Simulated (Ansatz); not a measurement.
S on the P site (broken-bond start) in zinc-blende BP

All values below come from PBE, PAW (plane waves to 420 eV; Ansatz, an electronic-structure program). Cell: 64 sites, 2×2×2; final energies on a 2×2×2 shifted mesh. Sites at the start: the P site; started 0.95 Å off site, one bond broken. Finite-size correction: monopole term and site-potential alignment. Dielectric constants: PBE linear response of the host. Host gap at this level: 1.25 eV. A cell of this size leaves errors of a few tenths of an eV. PBE underestimates the host's gap, which shifts levels and can delocalise carriers. Spin–orbit coupling is left out. Each state is the lowest found from its start.

| charge | moment (μB) | largest move off a lattice site (Å) | image correction with alignment (eV) |
|---|---|---|---|
| +1 | not spin-polarised | 0.02 | 0.23 |
| 0* | fractional | 0.04 | – |
| −1* | not spin-polarised | 0.06 | – |

* At this level the carrier isn't localised at the defect: at charge 0 electrons occupy the conduction band; at charge −1 electrons occupy the conduction band. Such a state is shallow or no state of the defect, and this cell gives it no level.

No other site or start that was run ended lower by more than 0.1 eV.

Flagged in the runs: a doubtful potential alignment.
